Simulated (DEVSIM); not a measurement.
System: abrupt GaAs n-p junction, at 300 K.

Layer 1 from the left is GaAs, thickness (μm) 0.0720, Nd (cm⁻³) 1.2e17, τn (s) 4.8e-8, τp (s) 4.8e-8. Layer 2 from the left is GaAs, thickness (μm) 43.0, Na (cm⁻³) 2.1e14, τn (s) 4.8e-8, τp (s) 4.8e-8.

Left contact: ohmic. Right contact: ohmic. Voltage is applied to the left contact. Recombination: SRH at mid-gap. Mobility is μmin + (μ − μmin)/(1 + (N/Nref)^α).

Constants are typed, rounded textbook-type inputs, not results; the design itself was drawn at random and stands for no fabricated device. Values at 300 K.

GaAs: gap (eV) 1.424, affinity (eV) 4.07, permittivity 12.9, Nc (cm⁻³) 4.7e17, Nv (cm⁻³) 9e18, μn (cm²/Vs) 8500, μp (cm²/Vs) 400, μn,min 500, μp,min 20, Nref,n 6e16, Nref,p 1.5e17, αn 0.39, αp 0.38.

Task: Estimate by hand the built-in potential, the peak field at zero bias, the capacitance at 0.6 V, and compare with a numerical solution.

Result: 
- Built-in potential: ni = √(Nc Nv) exp(−Eg/2kT) = 2250000 cm⁻³ with Eg = 1.424 eV; Vbi = kT/q ln(Na Nd/ni²) = 1.113 V; numerical 1.113 V.
- Peak field at zero bias: depletion approximation: W = √(2εVbi/(qN)) = 2.75 μm with N = 2.10e14 cm⁻³; field = 2Vbi/W = 8090 V/cm; numerical 19000 V/cm (estimate below by 57 %).
- Capacitance at 0.6 V: C = √(qεN / 2(Vbi + |V|)) = 3.35 nF/cm²; numerical 3.44 nF/cm² (estimate below by 2.7 %).

Simulated with DEVSIM: 1D drift-diffusion, Boltzmann statistics, complete ionisation; no tunnelling, impact ionisation, image-force lowering or self-heating.
